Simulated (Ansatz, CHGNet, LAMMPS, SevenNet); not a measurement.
## Corundum Ga2O3 (metastable phase): properties by level of theory

Reference values: lattice constant a 4.982 Å (measured, temperature not stated, no zero-point or thermal correction; as tabulated in Marezio, Remeika, J. Chem. Phys. 46, 1862 (1967) (COD 1538347)); lattice parameter c 13.433 Å (measured, temperature not stated, no zero-point or thermal correction; as tabulated in Marezio, Remeika, J. Chem. Phys. 46, 1862 (1967) (COD 1538347)).

```
level (code)                                  lattice constant a (Å)  lattice parameter c (Å)
--------------------------------------------  ----------------------  -----------------------
ionic model cherry1995 (shell model, LAMMPS)                   4.960                   12.917
CHGNet-r²SCAN (CHGNet)                                         5.006                   13.426
SevenNet-l3i5 (SevenNet)                                       5.060                   13.620
PBE (Ansatz)                                                   5.058                   13.623
PBE-D3(BJ) (Ansatz)                                              [?]                      [?]
```

Task: Fill in the missing entries.

Result: 
- PBE-D3(BJ) (Ansatz, a program for electronic structure), lattice constant a (Å): 5.032
- PBE-D3(BJ) (Ansatz), lattice parameter c (Å): 13.530

Differences from the reference values (errors of the level alone only where the reference is corrected to a static lattice):

```tsv
level	lattice constant a (%)	lattice parameter c (%)
ionic model cherry1995	-0.44	-3.84
CHGNet-r²SCAN	+0.48	-0.05
SevenNet-l3i5	+1.57	+1.39
PBE	+1.53	+1.41
PBE-D3(BJ)	+1.00	+0.72
```

Nearest: lattice constant a, not ranked (reference at room or unstated temperature); lattice parameter c, not ranked (reference at room or unstated temperature). Empirical potentials aren't ranked on values they can be fitted to.

Empirical potentials (ionic model cherry1995) are fitted to chosen data, which need not cover the solid at hand: agreement can be built in, and what lay outside the fit can be far off. Machine-learned potentials (CHGNet-r²SCAN, SevenNet-l3i5) are trained on DFT data, which may include these solids.

Ansatz's density-functional and Hartree–Fock values are scalar-relativistic unless marked +SOC, with PAW data made under PBE.

Differences are worked out from the printed values.

Computed values are for the static lattice.
